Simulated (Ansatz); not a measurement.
# What isotropic strain +0.20 % does to TiO2

The parent structure is TiO2 in the anatase structure (space group I4_1/amd, No. 141; a = 3.770 Å, c = 9.555 Å).

Modification: an isotropic linear strain of +0.20 %, atoms relaxed at fixed cell.

The values are results of Ansatz (a program for electronic structure), PBEsol, PAW, cutoff 420 eV, spin-orbit coupling left out, earlier PAW set, not measurements. Γ-centred 12×12×12 mesh, Fermi–Dirac width 0.05 eV.

The volume per atom increases by 0.068 Å³, from 11.32 Å³ to 11.38 Å³ and the space group stays I4_1/amd (No. 141). The shortest interatomic distance increases by 0.43 pm (192.8 pm → 193.3 pm) and the energy is nearly the same. The pressure (mean of the normal stresses, compression positive) goes from zero to -1.20 GPa and the band gap is still 2.11 eV. The gap character is still indirect, Γ–X (87 % along) → Γ and the smallest direct gap shrinks by 0.01 eV (2.44 eV → 2.43 eV). The width of the top valence band is nearly the same (0.84 eV against 0.83 eV).

Cost of the whole job for the changed cell (relaxation, final SCF and bands): around 70 core-seconds (rough).

Stability against distortions was not tested. The final runs are not spin-polarised.
